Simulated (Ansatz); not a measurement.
# tetragonal ZrO2 (0 0 1) on alpha cristobalite (0 0 1) (film strained to the substrate, started from cuts of the bulks and a machine-learned relaxation; slabs Si7O16 and Zr12O20, which can lie off the formulas)

A periodic stack without vacuum, tetragonal ZrO2 (0 0 1) on alpha cristobalite (0 0 1) (film strained to the substrate, started from cuts of the bulks and a machine-learned relaxation; slabs Si7O16 and Zr12O20, which can lie off the formulas): substrate slab Si7O16, film Zr12O20, surface cells [[0, 1], [-1, 0]] and [[-1, 1], [-1, -1]], film strained by -0.7 and -0.7 %, outermost planes O/O and Zr/Zr as cut, which need not be the usual terminations and can put a slab off its formula.

The start was prepared with a machine-learned potential, and the result is one local minimum, with the in-plane cell held and forces under 0.04 eV/Å; the film can end far from its bulk form.

Calculation: PBE (plane waves to 420 eV, PAW; Ansatz, an electronic-structure program). Spin–orbit coupling is left out; the runs are not spin-polarised; PBE gaps are too small against experiment. Its k-point mesh 5×5×1, Fermi–Dirac width 0.05 eV.

| Property | Result |
|---|---|
| interface area | 25.8 Å² |
| period | 28.74 Å |
| heights between the nearest atoms of the two slabs at the two interfaces | 1.08 and 1.17 Å |
| O–Zr contacts across the interfaces within 1.22 times the sum of covalent radii | 7, mean 2.21 Å |
| Si–Zr contacts across the interfaces within 1.22 times the sum of covalent radii | 4, mean 3.32 Å |

```xyz
55
Lattice="5.0830 0.0001 0.0236 -0.0001 5.0833 -0.0193 0.1422 -0.5582 28.7449" Properties=species:S:1:pos:R:3 pbc="T T T"
Si     0.8302     1.1377     5.4107
Si     3.7003     3.6134     1.7410
Si     3.4284     1.0407     3.5735
Si     1.0014     3.6554     7.2332
O      0.5226     2.5623     6.1326
O      2.0924     1.3770     4.4233
O      3.9268     2.3599     2.7588
O      4.6253     0.6169     4.5905
O     -0.0436     4.1189     0.9639
O      1.1401     5.1159     6.5387
O      2.6818     3.1148     0.5428
O      3.0656    -0.1972     2.5731
Si     0.4321     0.8387    12.5575
Si     3.4950     3.6969     9.0441
Si     2.9534     1.1749    10.8131
O      0.8672     1.9264    13.6909
O      1.3793     1.0554    11.2264
O      3.3204     2.6672    10.2906
O      3.9138     0.8995    12.1402
O     -0.0681     3.6611     8.4570
O      0.8699     4.5407    13.2968
O      2.4655     3.2896     7.8496
O      3.2291     0.1204     9.6123
Zr     2.3968     0.4326    14.7879
Zr     4.8996     3.4107    14.8436
Zr     1.8655     3.6033    17.6466
Zr     4.6087     1.0149    17.3144
O      0.8418     2.2998    16.4612
O      3.3865     4.5433    16.4632
O      3.6213     1.8559    15.3890
O      0.8979     4.7918    15.9910
Zr     1.5199     0.7056    20.3348
Zr     4.2387     3.2270    20.0182
Zr     1.5562     3.2148    22.6905
Zr     4.2133     0.6884    23.0187
O      0.6527     2.1471    19.0509
O      2.8788     4.6454    19.2943
O      0.2038     1.9659    21.6751
O      2.6057     4.9323    22.0439
O      3.2928     2.2398    18.2576
O      0.3785     4.7052    18.6340
O      2.6804     2.3278    20.9977
O      0.1741     4.5073    21.3225
Zr     1.5551     0.7375    25.7847
Zr     4.2662     3.2904    25.2739
Zr     1.3107     3.3874    28.1049
Zr     3.7800     1.0860    27.7578
O      0.5687     1.9776    24.3037
O      3.0933     4.9439    24.7030
O      0.1751     2.1792    26.8569
O      2.0150     5.2210    27.8626
O      3.1787     2.4087    23.6728
O      0.4657     4.5058    24.0148
O      2.6524     2.5570    26.5327
O     -0.1691     4.6695    26.7787
```
